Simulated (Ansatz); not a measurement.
A self-consistent single point of a (111) slab of LaPt2 (cut from a parent of space group no. 227; 12 atoms in the cell) with Ansatz (an electronic-structure program).

Method of the run: LDA (PW92), default PAW files made with PBE (plane waves; Ansatz).

The change in words: vacuum of 7 angstrom (first run: 14 Å). Reference geometry:
```xyz
12
Lattice="5.5047 0.0000 0.0000 2.7524 4.7673 0.0000 0.0000 0.0000 21.3037" Properties=species:S:1:pos:R:3 pbc="T T T"
La     0.5420     0.3129     9.8091
La     6.0467     3.4911     8.6855
La     3.2943     1.9020    14.3037
La     0.5420     0.3129    13.1801
Pt     3.2943     1.9020     9.2473
Pt     1.9182     1.1074     7.0000
Pt     3.2943     3.4911     7.0000
Pt     4.6705     1.1074     7.0000
Pt     6.0467     3.4911    13.7419
Pt     4.6705     2.6965    11.4946
Pt     3.2943     0.3129    11.4946
Pt     1.9182     2.6965    11.4946
```

Reference input (self-consistent single point, DFT, LDA (PW92), plane waves, default PAW files made with PBE): basis.ecutwfc = 420 eV; kpoints.mp_grid.grid = 4 4 1; hamiltonian.xc = lda; hamiltonian.pseudopotentials = {kind: paw} (the program's default PAW files); scf.occupations.method = fermi_dirac; scf.occupations.width = 0.1 eV. This run's input differs from it in these lines:

Ansatz 0.2 input:
```diff
@@ -5,16 +5,16 @@
     - [2.752374, 4.767252, 0.000000]
-    - [0.000000, 0.000000, 21.303706]
+    - [0.000000, 0.000000, 14.303720]
   atoms:
-    - { symbol: La, position: [0.065636, 0.065636, 0.460441] }
-    - { symbol: La, position: [0.732303, 0.732303, 0.407699] }
-    - { symbol: La, position: [0.398970, 0.398970, 0.671419] }
-    - { symbol: La, position: [0.065636, 0.065636, 0.618676] }
-    - { symbol: Pt, position: [0.398970, 0.398970, 0.434070] }
-    - { symbol: Pt, position: [0.232303, 0.232303, 0.328581] }
-    - { symbol: Pt, position: [0.232303, 0.732303, 0.328581] }
-    - { symbol: Pt, position: [0.732303, 0.232303, 0.328581] }
-    - { symbol: Pt, position: [0.732303, 0.732303, 0.645047] }
-    - { symbol: Pt, position: [0.565636, 0.565636, 0.539559] }
-    - { symbol: Pt, position: [0.565636, 0.065636, 0.539559] }
-    - { symbol: Pt, position: [0.065636, 0.565636, 0.539559] }
+    - { symbol: La, position: [0.065636, 0.065636, 0.441082] }
+    - { symbol: La, position: [0.732303, 0.732303, 0.362529] }
+    - { symbol: La, position: [0.398970, 0.398970, 0.755308] }
+    - { symbol: La, position: [0.065636, 0.065636, 0.676754] }
+    - { symbol: Pt, position: [0.398970, 0.398970, 0.401805] }
+    - { symbol: Pt, position: [0.232303, 0.232303, 0.244692] }
+    - { symbol: Pt, position: [0.232303, 0.732303, 0.244692] }
+    - { symbol: Pt, position: [0.732303, 0.232303, 0.244692] }
+    - { symbol: Pt, position: [0.732303, 0.732303, 0.716030] }
+    - { symbol: Pt, position: [0.565636, 0.565636, 0.558918] }
+    - { symbol: Pt, position: [0.565636, 0.065636, 0.558918] }
+    - { symbol: Pt, position: [0.065636, 0.565636, 0.558918] }
 basis:
```

The program printed (abridged):

```
SCF iter   1: F=—  HF=-122271.613088 eV  |F-HF|=—  |Δ(HF+E_count)|=         —  Δρ=1.49e-2  dr2=1.78e1  ethr=1.77e-3  ⟨swp⟩=9.2  Hψ=2185  notcnv=0
all-band conjugate gradients solve this SCF's bands
preconditioner: auto → LDOS
SCF iter   2: F=—  HF=-122270.984961 eV  |F-HF|=—  |Δ(HF+E_count)|=   6.28e-1  Δρ=1.04e-2  dr2=1.46e0  ethr=1.77e-3  ⟨swp⟩=6.5  Hψ=793  notcnv=0  defer=1
   [... lines left out ...]
SCF iter   7: F=—  HF=-122270.871892 eV  |F-HF|=—  |Δ(HF+E_count)|=   2.87e-5  Δρ=4.38e-5  dr2=2.23e-5  ethr=6.32e-8  ⟨swp⟩=2.2  Hψ=651  notcnv=0
SCF iter   8: F=—  HF=-122270.872624 eV  |F-HF|=—  |Δ(HF+E_count)|=   7.32e-4  Δρ=2.16e-5  dr2=3.72e-6  ethr=1.18e-8  ⟨swp⟩=2.8  Hψ=742  notcnv=0
SCF iter   9: F=—  HF=-122270.872624 eV  |F-HF|=—  |Δ(HF+E_count)|=   3.66e-7  Δρ=6.55e-6  dr2=3.72e-7  ethr=1.98e-9  ⟨swp⟩=3.0  Hψ=763  notcnv=0
SCF iter  10: F=-122270.872624 eV  HF=-122270.872624 eV  |F-HF|=7.23e-9  |Δ(HF+E_count)|=   1.53e-8  Δρ=2.38e-6  dr2=2.56e-8  ethr=5.32e-11  ⟨swp⟩=14.8  Hψ=2694  notcnv=0
SCF 1 converged in 10 iterations: F = -122270.872624 eV  dr2 = 2.56e-8
Free energy (F): -122270.872624 eV
Internal energy: -122270.633101 eV  (E = F + TS)
E sigma→0 (E₀):  -122270.752862 eV
Entropy (-TS):   -0.239522 eV (-19.960 meV/atom)
Fermi energy:    10.297817 eV
--- Forces (eV/Å), atoms counted from 1 ---
  atom   1  La     0.00000000    -0.00000000    -0.73634554
  atom   2  La     0.00000000    -0.00000000    -2.25051210
  atom   3  La     0.00000000    -0.00000000    -0.38918857
  atom   4  La    -0.00000000    -0.00000000    -0.38422153
  atom   5  Pt     0.00000000    -0.00000000    -0.73793029
  atom   6  Pt    -0.23525522    -0.13582468     1.43502729
  atom   7  Pt    -0.00000001     0.27164933     1.43502729
  atom   8  Pt     0.23525523    -0.13582465     1.43502729
   [... lines left out ...]
  atom  12  Pt     0.26092355    -0.15064426     0.16655874
--- Stress (GPa, compression-positive) ---
       -7.409767      -0.000000      -0.000000
       -0.000000      -7.409767      -0.000000
       -0.000000      -0.000000      -5.501997
  P = ⅓ Tr σ = -6.7738 GPa (-67.738 kbar)
  The stress holds the Pulay correction. Without it, at fixed plane waves, as pw.x and ABINIT print it: P = -6.7896 GPa
```

The run converged in 10 iterations. Against the reference run the free energy goes down by 4.2 meV/atom and the largest force goes from 2.269 to 2.251 eV/Å.

The starting cell comes from a database of computed structures (which also holds hypothetical and non-ambient phases and stackings), without a prior relaxation at this level. The slab is cut from that crystal, and its faces are unrelaxed. Its lattice was rescaled by up to half a per cent. Spin-orbit coupling is off. Spin polarisation is off. The two faces of this cut differ, and no dipole correction was used. Forces in this geometry exceed 1 eV/Å.
